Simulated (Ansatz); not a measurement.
Given:

```
CELL_PARAMETERS angstrom
      2.84295     1.64138     2.32117
     -2.84295     1.64138     2.32117
      0.00000    -3.28275     2.32117
ATOMIC_POSITIONS crystal
  Sc 0.00000 0.00000 0.00000
  F  0.50000 0.00007 0.99993
  F  0.99993 0.50000 0.00007
  F  0.00007 0.99993 0.50000
```

Level of theory: r2SCAN, rigid bands (plane waves, PAW, scalar-relativistic; Ansatz, a first-principles code). Condition of this run: functional r2SCAN on the same cell. Cell: cell and atoms relaxed with PBEsol.

Question: Predict the hole conductivity mass (n e² τ/σ) at 300 K, by direction if it differs.

Answer: 4.1 mₑ.

Question: What conductivity effective mass do dilute electrons have at 300 K?

Answer: 1.75 mₑ.

Question: And the band gap?

Answer: 7.02 eV at this level; semilocal functionals usually fall short of the measured gap.

Rigid bands, one relaxation time for all states, no polarons. Spin-orbit coupling is left out; where it splits the top of the valence band it changes the hole mass and lowers the gap by about a third of the splitting. Geometry: cell and atoms relaxed with PBEsol.

Formula and space group known from diffraction (Crystallography Open Database), not checked to be the room-temperature form: ScF3 (Pm-3m).
